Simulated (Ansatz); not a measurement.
System: MgO (P6₃mc, No. 186, 4 atoms in the cell; start mp-549706; a measured phase of this formula has another space group). Method: HSE06 (Ansatz, an electronic-structure program, plane waves, PAW).

Numerical settings: plane-wave cutoff 460 eV, 9×9×6 k mesh (along the axes of the cell as run), Fermi–Dirac smearing 0.01 eV, scalar-relativistic PAW data made under PBE.

Cell (relaxed with PBEsol):

```
MgO
1.0
    3.30276     0.00000     0.00000
   -1.65138     2.86028     0.00000
    0.00000     0.00000     5.02103
Mg O
2 2
Cartesian
  0.00000   1.90685   0.01885
  1.65138   0.95343   2.52937
  0.00000   1.90685   2.01266
  1.65138   0.95343   4.52318
```

Task: Give the computed band gap.

Result: 
* **band gap**: 5.09 eV (on the SCF k mesh)

Note: cell and atoms aren't relaxed at this level (pressure -0.9 GPa).

Static lattice: no zero-point or thermal effects.

A start named mp-… is a Materials Project structure, which need not be a measured phase.
